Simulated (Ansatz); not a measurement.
Base system: Ca in the fcc (Cu type) structure (space group Fm-3m, No. 225; a = 5.456 Å; relaxed with 0.1 eV smearing). Axes: x, y, z lie along the cube axes.

The values are results of PBEsol, PAW, 420 eV (Ansatz, a program for electronic structure; spin-orbit coupling left out), not measurements.

Before the change:

Shortest interatomic distance: 3.858 Å

The change: a pure shear with ε_xy = ε_yx = 0.0114, atoms relaxed at fixed cell.

Q: Predict the new stress, shortest interatomic distance and energy relative to the base.

A: The stress (xx, yy, zz, yz, xz, xy; compression positive) amounts to (0.0, 0.0, 0.0, 0.0, 0.0, -0.4) GPa; the shortest interatomic distance falls by 0.044 Å to 3.814 Å; the energy goes up by 1.1 meV/atom.

The cells carry an imposed strain or load. No phonon test of stability was made.
